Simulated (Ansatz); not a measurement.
Base system: ZnSe in the zinc blende structure (space group F-43m, No. 216; a = 5.6656 Å). Axes: x, y, z lie along the cube axes.

Calculations: r2SCAN, PAW, 500 eV (Ansatz, a quantum-chemistry and plane-wave program; without spin-orbit coupling).

Strains are applied to the cell and any free atomic positions relax.

One change was made to it. Results:

The valley order (the lowest conduction-band minima on the path, energy above the VBM, named in the base's zone) becomes Γ 1.77 eV; L along [1-1-1] 2.85 eV; L along [111] 3.08 eV; X along [001] 3.16 eV (base: Γ 1.87 eV; L along ⟨111⟩ 3.05 eV; X along ⟨100⟩ 3.34 eV); the energy increases by 2.4 meV/atom; the valence-band top at Γ (three highest levels, from the VBM) becomes 0.00, -0.09, -0.17 eV (base: 0.00, 0.00, 0.00 eV).

**Question.** Which of these changes matches the shifts?
A) tensor shear ε_xy = +1.43 %
B) tensor shear ε_xy = +2.00 %
C) tensor shear ε_xy = +0.29 %
D) tensor shear ε_xy = +0.57 %
E) tensor shear ε_xy = +0.86 %

**Answer.** A, tensor shear ε_xy = +1.43 %. For comparison, the valley order in the other runs: tensor shear ε_xy = +2.00 % gives Γ 1.73 eV; L along [1-1-1] 2.77 eV; X along [001] 3.06 eV; L along [111] 3.09 eV; tensor shear ε_xy = +0.29 % gives Γ 1.85 eV; L along [1-11] 3.01 eV; L along [11-1] 3.06 eV; X along [001] 3.31 eV; tensor shear ε_xy = +0.86 % gives Γ 1.81 eV; L along [1-11] 2.93 eV; L along [11-1] 3.07 eV; X along [001] 3.25 eV; tensor shear ε_xy = +0.57 % gives Γ 1.83 eV; L along [1-11] 2.97 eV; L along [11-1] 3.07 eV; X along [001] 3.29 eV.

The levels and masses belong to the bands next to the band gap. Stability against distortions was not tested.
